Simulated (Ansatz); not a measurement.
The starting structures come from a database of crystals and need not be the phases stable at ambient conditions.

 Where the default PAW files enter, the runs use the earlier of Ansatz's two default sets.

## Evanescent states of Cs$_{2}$GeF$_{6}$ (Fm-3m, not sure to be the ambient phase, 9 atoms a cell, 19.8 Å³ an atom) along the normal of (001)

Method: PBEsol (plane waves, PAW; Ansatz, an electronic-structure program).

The gap is the functional's own, uncorrected, and κ follows it; spin-orbit coupling is left out. Mid-gap values are interpolated between the computed energies.

Energies count from the valence-band top; κ is the least over a 6×6 mesh across the current.

```json
[
 {"E (eV)": "0.14", "κ (1/Å)": "0.384", "where": "Γ"},
 {"E (eV)": "0.43", "κ (1/Å)": "0.437", "where": "Γ"},
 {"E (eV)": "0.72", "κ (1/Å)": "0.471", "where": "Γ"},
 {"E (eV)": "1.01", "κ (1/Å)": "0.494", "where": "Γ"},
 {"E (eV)": "1.30", "κ (1/Å)": "0.510", "where": "Γ"},
 {"E (eV)": "1.59", "κ (1/Å)": "0.521", "where": "Γ"},
 {"E (eV)": "1.89", "κ (1/Å)": "0.527", "where": "Γ"},
 {"E (eV)": "2.17", "κ (1/Å)": "0.529", "where": "Γ"},
 {"E (eV)": "2.46", "κ (1/Å)": "0.529", "where": "Γ"},
 {"E (eV)": "2.75", "κ (1/Å)": "0.525", "where": "Γ"},
 {"E (eV)": "3.04", "κ (1/Å)": "0.519", "where": "Γ"},
 {"E (eV)": "3.33", "κ (1/Å)": "0.511", "where": "Γ"},
 {"E (eV)": "3.62", "κ (1/Å)": "0.500", "where": "Γ"},
 {"E (eV)": "3.92", "κ (1/Å)": "0.487", "where": "Γ"},
 {"E (eV)": "4.21", "κ (1/Å)": "0.470", "where": "Γ"},
 {"E (eV)": "4.50", "κ (1/Å)": "0.450", "where": "Γ"},
 {"E (eV)": "4.79", "κ (1/Å)": "0.426", "where": "Γ"},
 {"E (eV)": "5.08", "κ (1/Å)": "0.397", "where": "Γ"},
 {"E (eV)": "5.37", "κ (1/Å)": "0.362", "where": "Γ"},
 {"E (eV)": "5.66", "κ (1/Å)": "0.316", "where": "Γ"},
 {"E (eV)": "5.95", "κ (1/Å)": "0.255", "where": "Γ"},
 {"E (eV)": "6.24", "κ (1/Å)": "0.158", "where": "Γ"}
]
```

Q: How thick must the barrier be to attenuate the transmission by 10^8 when the electrodes' Fermi level lies at 1.30 eV, and what attenuation does that film give at 4.79 eV?

A: d = 8 ln 10 / (2 × 0.510) = 18.1 Å. At 4.79 eV it gives 8 × 0.426/0.510 = 6.7 decades.
